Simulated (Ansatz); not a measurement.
Bond-angle distributions (per cent of the angles at each element, bins of 10°) of a relaxed model of amorphous In9Ga9Zn9O36H2 at 5.69 g/cm³. Level of theory: PBE, scalar-relativistic without spin-orbit coupling (plane waves to 420 eV, PAW; Ansatz, an electronic-structure program). The usual formal charges leave 2 electrons over, so the level spacing at the Fermi energy parts defect or band states and needn't be the band gap.

A CHGNet melt-quench gave the starting glass, which DFT then relaxed. O atoms were pushed apart under 1.9 Å during the dynamics, to hinder bonds among them. The hot cell started wider than the set density and was brought back towards it in steps. It is the lowest in DFT energy of 2 quenches. It is a model cell: composition and starting density were chosen by hand, and all elements were melted together. No dispersion term was used. Its density started from a set value of 5.83 and ended at 5.69 g/cm³. The quench (nominally 530 K/ps over its main leg) was far faster than any real one, so the model tends to hold more defects than a real film. One small periodic cell is one sample of the glass; other quenches scatter about these values. Volume and shape were free in the relaxation.

Cut-offs for bonds: In-In 3.12 Å, In-Ga 2.90 Å, In-Zn 2.90 Å, In-O 2.72 Å, In-H 2.08 Å, Ga-Ga 2.68 Å, Ga-Zn 2.68 Å, Ga-O 2.46 Å, Ga-H 1.84 Å, Zn-Zn 2.68 Å, Zn-O 2.42 Å, Zn-H 1.84 Å, O-O 1.58 Å, O-H 1.16 Å, H-H 0.90 Å. Two cations that share two anions don't count as bonded, nor two that share one unless they lie closer than In-In 3.04 Å, In-Ga 2.82 Å, In-Zn 2.82 Å, Ga-Ga 2.61 Å, Ga-Zn 2.61 Å, Zn-Zn 2.61 Å.

```csv
angle (°),at In,at Ga,at Zn
50-60,0,0,0
60-70,1,0,0
70-80,16,1,3
80-90,25,17,23
90-100,14,23,23
100-110,12,26,12
110-120,8,14,14
120-130,5,4,8
130-140,2,6,9
140-150,4,1,2
150-160,9,3,2
160-170,4,3,3
170-180,1,1,3
```

They go with these counts of neighbours within the cut-offs, cation contacts included: In mean 5.4, most often 5; Ga mean 4.4, most often 4; Zn mean 4.3, most often 4.
